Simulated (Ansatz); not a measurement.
Cell and atoms of amorphous Hf₁₈O₃₅:

```xyz
53
Lattice="8.8189 0.0000 0.0000 0.0000 8.8189 0.0000 0.0000 0.0000 8.8189" Properties=species:S:1:pos:R:3 pbc="T T T"
Hf     3.8960     2.0082     6.3447
Hf     1.2756     3.0352     3.2820
Hf     7.4799     1.5439     5.3258
Hf     8.0472     8.0714     7.6179
Hf     4.4160     2.1578     2.7281
Hf     5.6751     5.3621     7.0915
Hf     6.8441     2.2759     8.6199
Hf     0.0284     4.8595     0.7584
Hf     3.8648     4.9122     4.2484
Hf     2.5528     7.9038     1.9767
Hf     3.1461     4.6769     0.3571
Hf     7.0236     5.4158     3.8172
Hf     8.3561     8.6230     2.1572
Hf     0.6283     4.8592     6.1478
Hf     5.6309     7.4213     0.8434
Hf     5.2281     8.1334     4.2985
Hf     1.5320     1.9834     0.0543
Hf     2.7665     7.7539     7.2385
O      5.6807     1.4030     4.2582
O      0.0561     3.1263     5.2297
O      5.3675     6.2136     5.0722
O      1.1941     4.1626     7.9354
O      2.3600     1.5164     2.0041
O      6.1297     7.2887     7.6315
O      5.6663     4.0751     3.4689
O      3.0485     2.4615     4.4845
O      0.9456     7.7069     3.1067
O      7.5744     5.4430     5.7435
O      8.5482     1.3979     3.4087
O      3.3871     2.8725     8.2313
O      8.5729     2.6433     0.8535
O      3.7199     8.0158     0.1878
O      4.5294     0.0572     2.4284
O      3.5175     5.8670     7.2920
O      3.9388     8.5880     5.7817
O      1.8413     6.0971     0.9834
O      6.6843     7.2669     2.8402
O      0.8584     8.7770     0.5510
O      8.3526     1.2520     7.2820
O      5.4673     2.5219     1.1444
O      0.8475     6.9857     6.9022
O      4.6037     3.9544     6.0081
O      7.2725     8.3945     5.4800
O      5.8734     1.7900     6.8659
O      3.7243     6.7558     3.2665
O      7.9318     6.7209     0.6154
O      3.2756     3.9823     2.4439
O      7.1583     4.2614     8.0920
O      8.5616     4.5985     2.7753
O      6.9287     0.2398     0.5445
O      2.2580     0.9522     7.1942
O      5.0754     5.5060     0.4932
O      1.8666     4.8736     4.6219
```

Level of theory: PBE, scalar-relativistic without spin-orbit coupling (plane waves to 420 eV, PAW; Ansatz, a quantum-chemistry and plane-wave program). The usual formal charges leave 2 electrons over, so the level spacing at the Fermi energy parts defect or band states and needn't be the band gap.

It comes from a melt-quench run on a machine-learned potential (CHGNet), relaxed afterwards by DFT. O atoms were pushed apart under 1.9 Å during the dynamics, to hinder bonds among them. The hot cell started wider than the set density and was brought back towards it in steps. It is the lowest in DFT energy of 4 quenches. It is a model cell: composition and starting density were chosen by hand, and all elements were melted together. No dispersion term was used. Its density started from a set value of 9.13 and ended at 9.13 g/cm³. The simulated quench (nominally 300 K/ps over its main leg) is rapid and tends to freeze in more defects than a deposited or slowly cooled glass has. Values belong to this one cell and scatter from quench to quench. The volume was held where the preparation left it, at a PBE pressure of -2.1 GPa (tension). Stress components on the final sampling reach 3.7 GPa. On a 2×2×2 Γ-centred mesh force components of up to 0.19 eV/Å stay, since the relaxation ran on the zone centre alone.

Bonds are counted up to Hf-Hf 3.34 Å, Hf-O 2.68 Å, O-O 1.58 Å. Two cations that share two anions don't count as bonded, nor two that share one unless they lie closer than Hf-Hf 3.25 Å.

Q: Give the coordination numbers, mean bond lengths and angles.

A: 
The mean coordination of Hf by anions is 6.33 (3 with 5, 6 with 6, 9 with 7), the mean coordination of O is 3.26 (2 with 2, 22 with 3, 11 with 4) and the mean Hf-O bond is 2.170 Å (spread 0.141 Å, 114 counted). The bond angle at Hf is mean 102.2°, spread 29.2° and the bond angle at O is mean 112.7°, spread 17.1°.

Q: List the pairs of like atoms that count as bonded by the rules above.

A: There are none by these rules.
